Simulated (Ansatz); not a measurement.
**SiO2 (I-42d, No. 122, 6 atoms in the cell; start mp-546794; a measured phase of this formula has another space group)**

Computed with LDA (Ansatz, a program for electronic structure, plane waves, PAW).

Settings: plane-wave cutoff 500 eV, 12×12×12 k mesh, gaussian smearing 0.02 eV, scalar-relativistic PAW data made under PBE.

Cell (relaxed at this level):

```cif
data_O4Si2
_chemical_formula_sum 'Si2 O4'
_space_group_name_H-M_alt 'P 1'
_space_group_IT_number 1
_cell_length_a 5.04073
_cell_length_b 5.04073
_cell_length_c 5.04073
_cell_angle_alpha 121.472
_cell_angle_beta 121.472
_cell_angle_gamma 87.468
loop_
_space_group_symop_operation_xyz
  'x, y, z'
loop_
_atom_site_label
_atom_site_type_symbol
_atom_site_fract_x
_atom_site_fract_y
_atom_site_fract_z
_atom_site_occupancy
Si1 Si 0.00000 0.00000 0.00000 1
Si2 Si 0.75000 0.25000 0.50000 1
O1 O 0.37500 0.22395 0.34895 1
O2 O 0.77605 0.12500 0.15105 1
O3 O 0.87500 0.02605 0.65105 1
O4 O 0.97395 0.62500 0.84895 1
```

```
Quantity                       Result
--------  ---------------------------
band gap  5.76 eV (on the SCF k mesh)
```

Note: the relaxation could not lower the start's symmetry, so the cell can be a saddle point above a distorted one.

Static lattice: no zero-point or thermal effects.

Computing time: very roughly 2.3 core-minutes.

A start named mp-… is a Materials Project structure, which need not be a measured phase.
